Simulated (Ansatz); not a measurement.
```xyz
20
Lattice="17.5000 0.0000 0.0000 0.0000 17.5000 0.0000 0.0000 0.0000 3.9830" Properties=species:S:1:pos:R:3 pbc="T T T"
Mg    11.9737     8.7500     0.0000
O     11.4108    10.6832     0.0000
Mg     9.7462    11.8160     0.0000
O      7.7337    11.8780     0.0000
Mg     6.1420    10.6449     0.0000
O      5.4610     8.7500     0.0000
Mg     6.1420     6.8551     0.0000
O      7.7337     5.6220     0.0000
Mg     9.7462     5.6840     0.0000
O     11.4108     6.8168     0.0000
O     12.0390     8.7500     1.9915
Mg    11.3580    10.6449     1.9915
O      9.7663    11.8780     1.9915
Mg     7.7538    11.8160     1.9915
O      6.0892    10.6832     1.9915
Mg     5.5263     8.7500     1.9915
O      6.0892     6.8168     1.9915
Mg     7.7538     5.6840     1.9915
O      9.7663     5.6220     1.9915
Mg    11.3580     6.8551     1.9915
```

Levels: PBE (plane waves to 420 eV, PAW; Ansatz, a quantum-chemistry and plane-wave program); r2SCAN (plane waves to 500 eV, PAW; Ansatz); HSE06 in Ansatz. Unmarked values and the geometry are of the first. Mesh 1×1×8. No spin polarisation. Periodic along z alone, with about 11 Å of vacuum beside it. A hypothetical model. It keeps the symmetry and period of its start, so it need not be a minimum against all distortions. HSE06 ran on a 1×1×5 mesh and at PBE's edge points. Buckling under compression is shut out by symmetry and the short period.

Give the properties of this body.

largest distance between nuclei across the axis: 6.58 Å
PBE gap: 3.00 eV, direct at Γ
electron mass along the axis (PBE): 0.59 mₑ
hole mass along the axis (PBE): 1.1 mₑ
valence and conduction edges under the vacuum level (PBE): 5.23 and 2.23 eV
r2SCAN gap at this geometry: 3.44 eV
HSE06 gap at this geometry: 4.37 eV
axial stiffness dF/dε: 205 nN
